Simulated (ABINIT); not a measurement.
## ABINIT run on Be2B (Fm-3m, 3 atoms in the cell): self-consistent single point

Method: LDA (PW92), PAW (JTH v2.0 LDA PAW) (plane waves; ABINIT 10.0.3).

Input:

```
# Be2B, JTH v2.0 LDA PAW
pp_dirpath "./"
pseudos "Be.LDA_PW-JTH.xml, B.LDA_PW-JTH.xml"
acell 3*1.0
rprim
         0.0000000000    4.3345422908    4.3345422908
         4.3345422908    0.0000000000    4.3345422908
         4.3345422908    4.3345422908    0.0000000000
natom 3
ntypat 2
znucl 4 5
typat 1 1 2
xcart
         3.4406115000    3.4406115000    3.4406115000
         1.1468705000    1.1468705000    1.1468705000
         0.0000000000    0.0000000000    0.0000000000
      Angstrom
ecut 20 Ha
pawecutdg 40 Ha
pawxcdev 0
occopt 3
tsmear 0.1 eV
nband 11
kptopt 1
ngkpt 8 8 8
nshiftk 1
shiftk 0 0 0
nstep 50
toldfe 1.0e-09
prtwf 0
prtden 0
enunit 1
```

The program printed (abridged):

```
 Symmetries : space group Fm -3 m (#225); Bravais cF (face-center cubic)

 -outvars: echo values of preprocessed input variables --------
            acell      1.0000000000E+00  1.0000000000E+00  1.0000000000E+00 Bohr
             ecut      2.00000000E+01 Hartree
           enunit           1
              ixc       -1012
         kptrlatt        8    0    0      0    8    0      0    0    8
          kptrlen      4.90397480E+01
            natom           3
            nband          11
            ngfft          27      27      27
          ngfftdg          36      36      36
             nkpt          29
            nstep          50
             nsym          48
           ntypat           2
           occopt           3
        pawecutdg      4.00000000E+01 Hartree
         pawxcdev           0
            rprim      0.0000000000E+00  4.3345422908E+00  4.3345422908E+00
                       4.3345422908E+00  0.0000000000E+00  4.3345422908E+00
                       4.3345422908E+00  4.3345422908E+00  0.0000000000E+00
          spgroup         225
           toldfe      1.00000000E-09 Hartree
           tsmear      3.67493254E-03 Hartree
            typat      1  1  2
           useylm           1
             xred      7.5000000000E-01  7.5000000000E-01  7.5000000000E-01
                       2.5000000000E-01  2.5000000000E-01  2.5000000000E-01
                       0.0000000000E+00  0.0000000000E+00  0.0000000000E+00
            znucl        4.00000    5.00000

== DATASET  1 ==================================================================

 Real(R)+Recip(G) space primitive vectors, cartesian coordinates (Bohr,Bohr^-1):
 R(1)=  0.0000000  4.3345423  4.3345423  G(1)= -0.1153524  0.1153524  0.1153524
 R(2)=  4.3345423  0.0000000  4.3345423  G(2)=  0.1153524 -0.1153524  0.1153524
 R(3)=  4.3345423  4.3345423  0.0000000  G(3)=  0.1153524  0.1153524 -0.1153524
 Unit cell volume ucvol=  1.6287699E+02 bohr^3
 Angles (23,13,12)=  6.00000000E+01  6.00000000E+01  6.00000000E+01 degrees

 Coarse grid specifications (used for wave-functions):

 getcut: wavevector=  0.0000  0.0000  0.0000  ngfft=  27  27  27
         ecut(hartree)=     20.000   => boxcut(ratio)=   2.10997

 Fine grid specifications (used for densities):

 getcut: wavevector=  0.0000  0.0000  0.0000  ngfft=  36  36  36
         ecut(hartree)=     40.000   => boxcut(ratio)=   2.06276

   1.28730066E+02                                ecore*ucvol(ha*bohr**3)

_setup2: Arith. and geom. avg. npw (full set) are     695.854     695.836

--- !BeginCycle
solver: {iscf: 17, nstep: 50, nline: 4, wfoptalg: 10, }
tolerances: {toldfe: 1.00E-09, }
...

     iter   Etot(hartree)      deltaE(h)  residm     nres2
 ETOT  1  -31.318170601581    -3.132E+01 2.615E+01 2.776E+00
 ETOT  2  -32.082511642534    -7.643E-01 1.983E-02 3.747E-01
 ETOT  3  -32.080532022518     1.980E-03 7.860E-03 6.982E-02
 ETOT  4  -32.080299072526     2.329E-04 1.093E-03 4.043E-03
 ETOT  5  -32.080289230368     9.842E-06 1.489E-03 6.483E-05
 ETOT  6  -32.080289295287    -6.492E-08 1.110E-03 6.627E-06
 ETOT  7  -32.080289278315     1.697E-08 1.234E-03 3.639E-07
 ETOT  8  -32.080289275078     3.237E-09 5.013E-04 6.454E-08
 ETOT  9  -32.080289274923     1.542E-10 3.764E-04 5.285E-09
 ETOT 10  -32.080289274905     1.869E-11 1.899E-04 2.116E-11

 At SCF step   10, etot is converged :
  for the second time, diff in etot=  1.869E-11 < toldfe=  1.000E-09

 Cartesian components of stress tensor (hartree/bohr^3)
  sigma(1 1)=  2.61236275E-04  sigma(3 2)=  0.00000000E+00
  sigma(2 2)=  2.61236275E-04  sigma(3 1)=  0.00000000E+00
  sigma(3 3)=  2.61236275E-04  sigma(2 1)=  0.00000000E+00

 ----iterations are completed or convergence reached----

 reduced coordinates (array xred) for    3 atoms
       0.750000000000      0.750000000000      0.750000000000
       0.250000000000      0.250000000000      0.250000000000
       0.000000000000      0.000000000000      0.000000000000
 cartesian forces (eV/Angstrom) at end:
    1     -0.00000000000000     0.00000000000000     0.00000000000000
    2      0.00000000000000    -0.00000000000000    -0.00000000000000
    3      0.00000000000000     0.00000000000000    -0.00000000000000
 frms,max,avg= 9.4115066E-29 1.3309880E-28   0.000E+00  0.000E+00  0.000E+00 e/A
 length scales=  1.000000000000  1.000000000000  1.000000000000 bohr
              =  0.529177208590  0.529177208590  0.529177208590 angstroms
 Fermi (or HOMO) energy (eV) =   5.32766   Average Vxc (eV)= -10.95484
 Eigenvalues (   eV  ) for nkpt=  29  k points:
 kpt#   1, nband= 11, wtk=  0.00195, kpt=  0.0000  0.0000  0.0000 (reduced coord)
 -91.83586  -91.81603   -5.77683    8.12008    8.12008    8.12008    9.77586    9.77586
   9.77586   16.15779   17.88695
 prteigrs : prtvol=0 or 1, do not print more k-points.

--- !EnergyTerms
comment             : Components of total free energy in Hartree
kinetic             :  5.76474116679011E+00
hartree             :  2.70534110352754E+00
xc                  : -2.82664665106949E+00
Ewald energy        : -1.50733172260095E+01
psp_core            :  7.90351464347379E-01
local_psp           : -1.07778415537559E+01
spherical_terms     : -1.26621598302534E+01
internal            : -3.20795315264232E+01
'-kT*entropy'       : -7.58184091978813E-04
total_energy        : -3.20802897105152E+01
total_energy_eV     : -8.72949077652838E+02
...

-Cartesian components of stress tensor (GPa)         [Pressure= -7.6858E+00 GPa]
- sigma(1 1)=  7.68583528E+00  sigma(3 2)=  0.00000000E+00
- sigma(2 2)=  7.68583528E+00  sigma(3 1)=  0.00000000E+00
- sigma(3 3)=  7.68583528E+00  sigma(2 1)=  0.00000000E+00

 Calculation completed.
```

The run converged in 10 iterations.

The starting cell comes from a database of computed structures (which also holds hypothetical and non-ambient phases and stackings), without a prior relaxation at this level. Its lattice was rescaled by up to half a per cent. With a pressure of about -8 GPa the cell is away from its equilibrium volume at this level.
